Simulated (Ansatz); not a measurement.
## fcc Rh (1 1 1) on zinc-blende InP (1 1 1) (film strained to the substrate, started from cuts of the bulks and a machine-learned relaxation; slabs In12P12 and Rh35, which can lie off the formulas)

A periodic stack without vacuum, fcc Rh (1 1 1) on zinc-blende InP (1 1 1) (film strained to the substrate, started from cuts of the bulks and a machine-learned relaxation; slabs In12P12 and Rh35, which can lie off the formulas): substrate slab In12P12, film Rh35, surface cells [[-2, 1], [-1, -1]] and [[1, -3], [3, -2]], film strained by +1.9 and +1.9 %, outermost planes In/P and Rh/Rh as cut, which need not be the usual terminations and can put a slab off its formula.

The start was prepared with a machine-learned potential, and the result is one local minimum, with the in-plane cell held and forces under 0.04 eV/Å; the film can end far from its bulk form.

Computed with PBE (plane waves to 420 eV, PAW; Ansatz, a program for electronic structure). Scalar-relativistic, without spin–orbit coupling; the runs are not spin-polarised; PBE gaps are too small against experiment. Its k-point mesh 4×4×1, Fermi–Dirac width 0.05 eV.

- interface area: 46.1 Å²
- period: 24.46 Å
- heights between the nearest atoms of the two slabs at the two interfaces: 1.51 and 1.43 Å
- P–Rh contacts across the interfaces within 1.22 times the sum of covalent radii: 15, mean 2.28 Å
- In–Rh contacts across the interfaces within 1.22 times the sum of covalent radii: 13, mean 2.86 Å

```
In12Rh35P12
1.0
    7.29626    -0.00139    -0.21713
    3.64748     6.32056    -0.16985
    1.71977     1.51900    24.40454
In P Rh
12 12 35
Direct
  0.87008   0.46999   0.05055
  0.40694   0.28093   0.03697
  0.01913   0.00559   0.09550
  0.54927   0.22079   0.20449
  0.21796   0.88581   0.20052
  0.89248   0.53492   0.17849
  0.58199   0.82441   0.33308
  0.21140   0.54400   0.33644
  0.86684   0.18378   0.34064
  0.55828   0.48652   0.48948
  0.23423   0.15715   0.44509
  0.88808   0.81582   0.49636
  0.61768   0.31378   0.10668
  0.45005   0.85704   0.01792
  0.03962   0.78483   0.01365
  0.57021   0.85839   0.22628
  0.20151   0.55138   0.23127
  0.88210   0.21449   0.23675
  0.54754   0.51318   0.38096
  0.22589   0.17850   0.34599
  0.88226   0.84058   0.38594
  0.44645   0.19160   0.52242
  0.27015   0.87879   0.52239
  0.95849   0.36369   0.52172
  0.51406   0.69620   0.58878
  0.07338   0.84161   0.58944
  0.65800   0.98266   0.59013
  0.22231   0.13135   0.58433
  0.78894   0.27231   0.58862
  0.36311   0.42316   0.58896
  0.93333   0.56586   0.58976
  0.98018   0.30097   0.68083
  0.55230   0.44510   0.68057
  0.12484   0.58544   0.68063
  0.69333   0.73093   0.68060
  0.26747   0.87260   0.68075
  0.83899   0.01704   0.68054
  0.40801   0.16133   0.68095
  0.45261   0.90447   0.76917
  0.02692   0.04536   0.76934
  0.59879   0.18816   0.76971
  0.17050   0.33019   0.76962
  0.73956   0.47528   0.76936
  0.30988   0.61892   0.76940
  0.88171   0.75883   0.76930
  0.93180   0.50087   0.85957
  0.49906   0.64826   0.85781
  0.06847   0.78864   0.85785
  0.64173   0.92916   0.85769
  0.21118   0.07699   0.85895
  0.78921   0.21728   0.85729
  0.35412   0.36628   0.85829
  0.40353   0.09984   0.94786
  0.96536   0.25100   0.95028
  0.55167   0.38658   0.94415
  0.11674   0.52572   0.95530
  0.68822   0.67035   0.95147
  0.26286   0.81765   0.95190
  0.82043   0.97191   0.94650
```
